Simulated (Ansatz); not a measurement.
Structures of equal composition on the (000-1) surface of wurtzite ZnO (O plane on top): 2x2 Zn adatom at T1; 2x2 Zn adatom at T4. The slabs share one bottom face, and each structure is named by its start. These are constructed structures in small cells; real faces may alloy, dewet or reconstruct in larger ones, and not all known structures of the face are among them. Slabs of about 14 Å with all that they carry, Fermi-Dirac smearing of 0.025 eV. Bottom of the slabs: H caps. Relaxed from the named starts with such symmetry as they have, on meshes of like density; energies extrapolated to zero smearing; no spin-orbit coupling, no U. Spin-polarised runs, if any, are marked in brackets, and their order is one that fits the cell; the others ran without spin. Where a second, spin-polarised start was run, the lower counts.

Computed with r2SCAN, at the PBE geometry (plane waves to 500 eV, PAW; Ansatz, a quantum-chemistry and plane-wave program).

Rank these by energy per 1x1 cell (lowest first), as r2SCAN, at the PBE geometry gives it.

2x2 Zn adatom at T4 (0.000 eV (3 O–Zn bonds formed), a narrow gap of 0.15 eV by band count), 2x2 Zn adatom at T1 (0.410 eV, no gap over 0.04 eV on the mesh)
